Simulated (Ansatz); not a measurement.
CsCl-type RbBr (model structure) was calculated with HSE06 (plane waves, PAW; Ansatz, an electronic-structure program).

Run with plane-wave cutoff 500 eV, 6×6×6 k mesh, gaussian smearing 0.02 eV, scalar-relativistic PAW data made under PBE.

Cell (relaxed at this level):

```
CELL_PARAMETERS angstrom
      4.16322     0.00000     0.00000
      0.00000     4.16322     0.00000
      0.00000     0.00000     4.16322
ATOMIC_POSITIONS crystal
  Rb 0.00000 0.00000 0.00000
  Br 0.50000 0.50000 0.50000
```

Q: Predict the band gap.

A: 
- band gap: 5.17 eV (on the SCF k mesh)

Note: the relaxation could raise the start's symmetry but not lower it, so the cell can be a saddle point.

Spin–orbit coupling is not included.

It cost roughly 7 core-minutes of CPU time.

A model structure was made by putting elements into a prototype or built by hand; it is no filed structure, need not be a known phase, and can be a saddle point held by its symmetry.
